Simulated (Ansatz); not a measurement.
Start from C in the diamond structure (space group Fd-3m, No. 227; a = 3.572 Å).

(Cell as relaxed with PBE.)

Levels (all Ansatz, an electronic-structure program, PAW, earlier PAW set): PBE (420 eV, no spin-orbit coupling); r2SCAN (500 eV, no spin-orbit coupling).

Each level relaxes its own structure.

```csv
base,PBE,r2SCAN
volume per atom,5.70 Å³,5.64 Å³
lattice parameter a,3.572 Å,3.560 Å
band gap,4.13 eV,4.36 eV
```

Modification: cell and atoms relaxed at a pressure of 9 GPa.

```csv
quantity,PBE,r2SCAN
smallest direct gap,5.64 eV,5.95 eV
volume per atom,5.58 Å³,5.53 Å³
gap character,"indirect, Γ → Γ–X (71 % along)","indirect, Γ → Γ–X (71 % along)"
shift of the gap caused by the change,+0.05 eV,+0.05 eV
```

PBE's smallest direct gap lies 0.31 eV below r2SCAN's; PBE's volume per atom lies 0.05 Å³ above r2SCAN's (0.9 %); the two agree on the gap character and shift of the gap caused by the change. Neither level is exact; r2SCAN is the comparison here, not a measurement.

Load acts through the strain it causes; cell and atoms are relaxed under it. Whether these cells are dynamically stable was not tested. Competing high-pressure phases were not computed.
